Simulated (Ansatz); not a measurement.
## Hypothetical anti-perovskite Mg3PbO: pressure series

The parent structure is Mg3PbO in the anti-perovskite structure (space group Pm-3m, No. 221; a = 4.434 Å; a hypothetical phase, not in the database extracts checked).

Cell and atoms are relaxed at each pressure.

Calculations: PBE, PAW, 420 eV (Ansatz, a first-principles code; scalar-relativistic without spin-orbit coupling).

```json
[
 {"pressure (GPa)": "-2", "volume per atom (Å³/atom)": "18.034"},
 {"pressure (GPa)": "-1", "volume per atom (Å³/atom)": "17.721"},
 {"pressure (GPa)": "0", "volume per atom (Å³/atom)": "17.436"},
 {"pressure (GPa)": "0.3", "volume per atom (Å³/atom)": "17.355"},
 {"pressure (GPa)": "0.7", "volume per atom (Å³/atom)": "17.251"},
 {"pressure (GPa)": "1.5", "volume per atom (Å³/atom)": "?"},
 {"pressure (GPa)": "3", "volume per atom (Å³/atom)": "16.702"},
 {"pressure (GPa)": "5", "volume per atom (Å³/atom)": "16.292"},
 {"pressure (GPa)": "10", "volume per atom (Å³/atom)": "15.451"}
]
```

### Question
Fit the third-order Birch–Murnaghan form P(V) = (3B₀/2)[(V₀/V)^(7/3) − (V₀/V)^(5/3)]·[1 + (3/4)(B₀′ − 4)((V₀/V)^(2/3) − 1)] (squares taken in P) to the rows shown and predict the withheld row.

### Answer
Least squares on the printed values gives V₀ = 17.436 Å³/atom, B₀ = 63.7 GPa, B₀′ = 4.3; this predicts 17.049 Å³/atom, and the run gives 17.051 Å³/atom, 0.002 higher.

Load acts through the strain it causes; cell and atoms are relaxed under it. Stability against distortions was not tested. Competing high-pressure phases were not computed. The final runs are not spin-polarised.
